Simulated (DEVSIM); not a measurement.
System: double heterostructure, Ge between p- and n-type Si, at 300 K.

| layer (left to right) | material | thickness (μm) | Nd (cm⁻³) | Na (cm⁻³) | τn (s) | τp (s) |
|---|---|---|---|---|---|---|
| 1 | Si | 0.340 | - | 1.5e18 | 1.8e-6 | 1.8e-6 |
| 2 | Ge | 0.0350 | 1.5e15 | - | 1.8e-6 | 1.8e-6 |
| 3 | Si | 0.330 | 4.7e17 | - | 1.8e-6 | 1.8e-6 |

Left contact: ohmic. Right contact: ohmic. Voltage is applied to the left contact. Recombination: SRH at mid-gap, radiative. Mobility is constant in doping.

The device is made up for the run: typed textbook-type constants, with dimensions and the other settings drawn at random. Values at 300 K; Nc and Nv go as T^1.5, mobilities as T to minus their exponent, the gap by Varshni's rule with the affinity fixed.

```
parameter               Si        Ge
----------------  --------  --------
gap (eV)             1.124     0.664
affinity (eV)         4.05         4
permittivity          11.7        16
Nc (cm⁻³)          2.86e19   1.04e19
Nv (cm⁻³)           3.1e19      6e18
μn (cm²/Vs)           1417      3900
μp (cm²/Vs)            470      1900
T exponent of μn       2.3      1.66
T exponent of μp       2.2      2.33
B (cm³/s)          4.7e-15   6.4e-14
Varshni α (eV/K)  0.000473  0.000477
Varshni β (K)          636       235
```

DEVSIM, 1D drift-diffusion, Boltzmann statistics, complete ionisation; no tunnelling, impact ionisation, image-force lowering or self-heating. Band offsets follow the typed affinities; no thermionic-emission limit at abrupt steps, no polarisation charge.

The temperature was swept, all else fixed.

```json
[
 {"temperature (K)": "250", "dark forward voltage at 100 A/cm² (V)": "0.812", "dark forward voltage at 1 A/cm² (V)": "0.677", "potential step across the device at zero bias (V)": "0.994"},
 {"temperature (K)": "300", "dark forward voltage at 100 A/cm² (V)": "0.742", "dark forward voltage at 1 A/cm² (V)": "0.606", "potential step across the device at zero bias (V)": "0.939"},
 {"temperature (K)": "350", "dark forward voltage at 100 A/cm² (V)": "0.665", "dark forward voltage at 1 A/cm² (V)": "0.517", "potential step across the device at zero bias (V)": "0.882"},
 {"temperature (K)": "400", "dark forward voltage at 100 A/cm² (V)": "0.579", "dark forward voltage at 1 A/cm² (V)": "0.415", "potential step across the device at zero bias (V)": "0.821"},
 {"temperature (K)": "450", "dark forward voltage at 100 A/cm² (V)": "0.490", "dark forward voltage at 1 A/cm² (V)": "0.308", "potential step across the device at zero bias (V)": "0.757"},
 {"temperature (K)": "500", "dark forward voltage at 100 A/cm² (V)": "(withheld)", "dark forward voltage at 1 A/cm² (V)": "(withheld)", "potential step across the device at zero bias (V)": "0.692"}
]
```

Task: Complete the blanks.

Result: 
- 500, dark forward voltage at 100 A/cm² (V): 0.400
- 500, dark forward voltage at 1 A/cm² (V): 0.199
